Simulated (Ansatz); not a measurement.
Ti: pressure series

The parent structure is Ti in the hcp (Mg type) structure (space group P6_3/mmc, No. 194; a = 2.9359 Å, c = 4.6365 Å).

Cell and atoms are relaxed at each pressure.

The values are results of plane-wave PAW DFT at the r2SCAN level (Ansatz, a first-principles code, 500 eV), without spin-orbit coupling, not measurements.

Notes on the quantities. enthalpy: H = E + PV relative to the base's energy.

```tsv
variant	enthalpy	lattice parameter a
base	–	2.936 Å
pressure −2 GPa	-0.22 eV/atom	___
pressure −1 GPa	-0.11 eV/atom	2.944 Å
pressure 0.9 GPa	+0.10 eV/atom	2.928 Å
pressure 2.1 GPa	+0.22 eV/atom	___
pressure 4.5 GPa	+0.48 eV/atom	2.901 Å
pressure 9 GPa	+0.94 eV/atom	___
pressure 15 GPa	+1.53 eV/atom	___
pressure 22.5 GPa	+2.24 eV/atom	2.793 Å
pressure 30 GPa	+2.93 eV/atom	2.758 Å
```

**Question.** Fill in the withheld entries from the trend.

**Answer.** 
- pressure −2 GPa, lattice parameter a: 2.953 Å
- pressure 2.1 GPa, lattice parameter a: 2.919 Å
- pressure 9 GPa, lattice parameter a: 2.870 Å
- pressure 15 GPa, lattice parameter a: 2.833 Å

Load acts through the strain it causes; cell and atoms are relaxed under it. Whether these cells are dynamically stable was not tested. Competing high-pressure phases were not computed. All final runs are without spin polarisation.
